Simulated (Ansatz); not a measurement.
Input:

```
CELL_PARAMETERS angstrom
      0.00000     2.71917     2.71917
      2.71917     0.00000     2.71917
      2.71917     2.71917     0.00000
ATOMIC_POSITIONS crystal
  P  0.75000 0.75000 0.75000
  Ga 0.00000 0.00000 0.00000
```

A single point on InP with a change (In → Ga), its geometry relaxed with PBEsol.

Method: DFT with PBEsol, PAW potentials and a 420 eV plane-wave cutoff in Ansatz (an electronic-structure program), spin-orbit coupling included. Settings: 11×11×11 k-points, 0.05 eV Fermi–Dirac smearing.

Q: Predict the gap character.

A: Indirect, Γ → Γ–X (87 % along).

Q: What is the computed valence-band top at Γ (three highest Kramers pairs, from the VBM)?

A: 0.00, 0.00, -0.09 eV.

Q: Estimate the band gap.

A: 1.43 eV.

Single points use the geometry relaxed with PBEsol. Stability against distortions was not tested. The cell was made from InP by this change: In → Ga.
